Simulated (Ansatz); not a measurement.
## Pressure series in Os

Take Os in the hcp (Mg type) structure (space group P6_3/mmc, No. 194) as the base.

```cif
data_Os2
_chemical_formula_sum 'Os2'
_space_group_name_H-M_alt 'P 1'
_space_group_IT_number 1
_cell_length_a 2.75485
_cell_length_b 2.75485
_cell_length_c 4.34430
_cell_angle_alpha 90.000
_cell_angle_beta 90.000
_cell_angle_gamma 120.000
loop_
_space_group_symop_operation_xyz
  'x, y, z'
loop_
_atom_site_label
_atom_site_type_symbol
_atom_site_fract_x
_atom_site_fract_y
_atom_site_fract_z
_atom_site_occupancy
Os1 Os 0.66667 0.33333 0.75000 1
Os2 Os 0.33333 0.66667 0.25000 1
```

Cell and atoms are relaxed at each pressure.

All numbers come from PBE (Ansatz, an electronic-structure program, PAW, no spin-orbit coupling).

Two rows of this table had their results exchanged by mistake.

```csv
pressure,volume per atom (Å³),shortest distance (Å),band gap
pressure −2 GPa,14.35,2.697,zero
pressure −1 GPa,14.31,2.694,zero
pressure 0.9 GPa,14.24,2.690,zero
pressure 2.1 GPa,14.20,2.688,zero
pressure 4.5 GPa,14.12,2.683,zero
pressure 9 GPa,13.38,2.637,zero
pressure 15 GPa,13.79,2.663,zero
pressure 22.5 GPa,13.58,2.649,zero
pressure 30 GPa,13.97,2.674,zero
```

**Question.** Which two?

**Answer.** The rows for pressure 9 GPa and pressure 30 GPa: the volume has to fall steadily with pressure, so 13.97 Å³ belongs to pressure 9 GPa and 13.38 Å³ to pressure 30 GPa.

Load acts through the strain it causes; cell and atoms are relaxed under it. Stability against distortions was not tested. Competing high-pressure phases were not computed. All final runs are without spin polarisation.
